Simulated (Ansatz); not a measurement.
Consider BaZrO3 in the cubic perovskite structure (space group Pm-3m, No. 221; a = 4.227 Å).

Level of theory: PBE (Ansatz, a program for electronic structure; PAW; 420 eV plane waves; scalar-relativistic without spin-orbit coupling), earlier PAW set.

One change was made to it. Results:

The smallest direct gap grows by 0.02 eV (3.41 eV → 3.43 eV); the band gap grows by 0.046 eV to 3.23 eV; the volume per atom shrinks by 0.29 Å³ to 14.82 Å³; the electron mass (degenerate bands, along [100]) is still 0.36, 0.36, 2.8 mₑ (at Γ).

Q: Which change produced these results?
A) pressure −2 GPa
B) pressure 3 GPa
C) pressure 7 GPa

A: B, pressure 3 GPa. For comparison, the band gap in the other runs: pressure 7 GPa gives 3.29 eV; pressure −2 GPa gives 3.15 eV.

Load acts through the strain it causes; cell and atoms are relaxed under it. Effective masses come from finite differences of ±0.01 Å⁻¹. Whether these cells are dynamically stable was not tested. No other phases were tried under pressure.
